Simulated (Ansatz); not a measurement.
The parent structure is SiC (space group P6_3mc, No. 186; a = 3.078 Å, c = 10.077 Å). Axes: x lies along a and z along c of the hexagonal cell.

Computed with Kohn–Sham DFT with the r2SCAN functional, run in Ansatz (an electronic-structure program) with PAW and 500 eV plane waves, no spin-orbit coupling, earlier PAW set.

Before the change:

The smallest direct gap is 3.78 eV and the valley order comes out as M (1/2, 0, 0) 2.60 eV; H (1/3, 1/3, 1/2) 3.67 eV.

It is then changed as follows: uniaxial stress, 0.5 GPa tension along x; all other stress components relax to zero.

Problem. What does the calculation give for the smallest direct gap after the change?

Solution. The smallest direct gap is nearly the same (3.78 eV against 3.77 eV).

Problem. Estimate the effect on the valley order.

Solution. The valley order (the lowest conduction-band minima on the path, energy above the VBM, named in the base's zone) goes from M (1/2, 0, 0) 2.60 eV; H (1/3, 1/3, 1/2) 3.67 eV to M (0, 1/2, 0) 2.59 eV; M (1/2, 1/2, 0) 2.60 eV.

Load acts through the strain it causes; cell and atoms are relaxed under it. Stability under load was not tested beyond the relaxation.
